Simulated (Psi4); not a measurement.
Psi4 1.11, BP86/def2-svp: Si(AsH2)(OH)(OMe)2 (CO[Si](O)([AsH2])OC), 16 atoms. The geometry is a generated start, not checked to be a minimum at this level.

| Property | Result |
|---|---|
| task | energy |
| method | bp86 |
| basis | def2-svp |
| memory | 3 GB |
| maxiter | 100 |
| keys of the molecule block | symmetry c1 |
| scf_type | df (default) |
| guess | auto, which took SAD (default) |
| scf_initial_accelerator | adiis (default) |
| e_convergence | 1e-06 (default) |
| d_convergence | 1e-06 (default) |
| dft_radial_points | 75 (default) |
| dft_spherical_points | 302 (default) |
| basis functions | 165 |
| grid points | 340329 |

```xyz
16

C     -1.3479    -1.9034    -0.5741
O     -0.2127    -1.0985    -0.4853
Si    -0.1203     0.2522     0.4501
O      0.2710    -0.1845     1.9810
As    -2.1132     1.3203     0.7849
O      0.9877     1.1939    -0.2713
C      2.2514     0.8088    -0.7463
H     -1.1824    -2.6381    -1.3633
H     -1.5348    -2.4236     0.3704
H     -2.2328    -1.3027    -0.8213
H      1.0034    -0.7706     2.1645
H     -1.4981     2.4248     1.5788
H     -2.0170     2.1667    -0.4519
H      2.1786    -0.1080    -1.3322
H      2.6303     1.6158    -1.3734
H      2.9368     0.6470     0.0897
```

One run each on 2 threads. Values of diis_max_vecs tried: 3, 6, 10 (default), 20.

### Question
How does the count of SCF iterations change with diis_max_vecs, and where is it least?

### Answer
Fewest SCF iterations, within one of each other: 6 with 10, 10 (default) with 9, 20 with 9. The count rises to 19 at 3. All converge to one solution.

```csv
diis_max_vecs,SCF iterations,end
3,19,same solution
6,10,same solution
10 (default),9,same solution
20,9,same solution
```
